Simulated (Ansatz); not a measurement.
# Effective masses and thermopower of Y$_{2}$Cl$_{3}$ (C2/m)

Consider the following.

```
CELL_PARAMETERS angstrom
      7.51825    -1.90022    -0.01333
      7.51825     1.90022    -0.01333
     -4.79702     0.00000     8.86220
ATOMIC_POSITIONS crystal
  Y  0.86113 0.86113 0.70779
  Y  0.13887 0.13887 0.29221
  Y  0.58943 0.58943 0.94989
  Y  0.41057 0.41057 0.05011
  Cl 0.04691 0.04691 0.73572
  Cl 0.95309 0.95309 0.26428
  Cl 0.23048 0.23048 0.11896
  Cl 0.76952 0.76952 0.88104
  Cl 0.65784 0.65784 0.50688
  Cl 0.34216 0.34216 0.49312
```

These are r2SCAN, rigid bands (plane waves, PAW, scalar-relativistic; Ansatz, a quantum-chemistry and plane-wave program) values and carry that method's errors. Condition of this run: functional r2SCAN on the same cell. How the cell was made: cell and atoms relaxed with PBEsol.

band gap: 0.83 eV
electron conductivity mass (300 K, dilute): 4.0 (x), 0.94 (y), 1.57 (z) mₑ
hole conductivity mass (300 K, dilute): 2.2 (x), 3.2 (y), 44 (z) mₑ
effective density of states N_c (300 K): 1.2e20 cm⁻³
effective density of states N_v (300 K): 5.2e20 cm⁻³
density-of-states mass, electrons: 2.9 mₑ
density-of-states mass, holes: 7.5 mₑ
Seebeck coefficient, n-type 1e19 cm⁻³, 300 K: -412 μV/K
best n-type power factor at 300 K for τ = 10 fs (best axis; densities from 1e16 to 1e21 cm⁻³ tried, whether or not they can be reached): 17.0 μW/(cm·K²) at 3e20 cm⁻³
Seebeck coefficient, p-type 1e19 cm⁻³, 300 K: 530 μV/K
best p-type power factor at 300 K for τ = 10 fs (best axis; densities from 1e16 to 1e21 cm⁻³ tried, whether or not they can be reached): 15.4 μW/(cm·K²) at 3e20 cm⁻³

Rigid bands; masses and Seebeck coefficients take one relaxation time τ for all states and one kind of carrier; polarons and phonon drag are left out. Spin-orbit coupling is left out; where it splits the top of the valence band, N_v and the p-type Seebeck coefficient come out somewhat high without it. Geometry: cell and atoms relaxed with PBEsol.

Computed structure with no diffraction record at hand here (it may be known, metastable or hypothetical): Y2Cl3 (C2/m).
